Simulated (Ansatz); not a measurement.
KSrH3 (model structure, started from the KMgH3 type, Pm-3m, No. 221, 5 atoms in the cell), treated with PBEsol+SOC in Ansatz (plane waves, PAW).

Run with plane-wave cutoff 520 eV, 8×8×8 k mesh, Fermi–Dirac smearing 0.01 eV, PAW data made under PBE.

Cell (relaxed with PBEsol):

```cif
data_H3KSr
_chemical_formula_sum 'K1 Sr1 H3'
_space_group_name_H-M_alt 'Pm-3m'
_space_group_IT_number 221
_space_group_name_Hall '-P 4 2 3'
_cell_length_a 4.71935
_cell_length_b 4.71935
_cell_length_c 4.71935
_cell_angle_alpha 90.000
_cell_angle_beta 90.000
_cell_angle_gamma 90.000
loop_
_atom_site_label
_atom_site_type_symbol
_atom_site_symmetry_multiplicity
_atom_site_Wyckoff_symbol
_atom_site_fract_x
_atom_site_fract_y
_atom_site_fract_z
_atom_site_occupancy
K1 K 1 a 0.00000 0.00000 0.00000 1
Sr1 Sr 1 b 0.50000 0.50000 0.50000 1
H1 H 3 c 0.00000 0.50000 0.50000 1
```

Q: Predict the band gap, smallest direct gap on the k points sampled and direct gap at Γ.

A: 
- band gap = 2.48 eV (indirect)
- smallest direct gap on the k points sampled = 2.56 eV
- direct gap at Γ = 7.06 eV

Note: the relaxation could raise the start's symmetry but not lower it, so the cell can be a saddle point.

The computed numbers hold no vibrational or temperature effects.

Computing time: very roughly 90 core-seconds.

A model structure was made by putting elements into a prototype or built by hand; it is no filed structure, need not be a known phase, and can be a saddle point held by its symmetry.

Ansatz is a quantum-chemistry and plane-wave program.
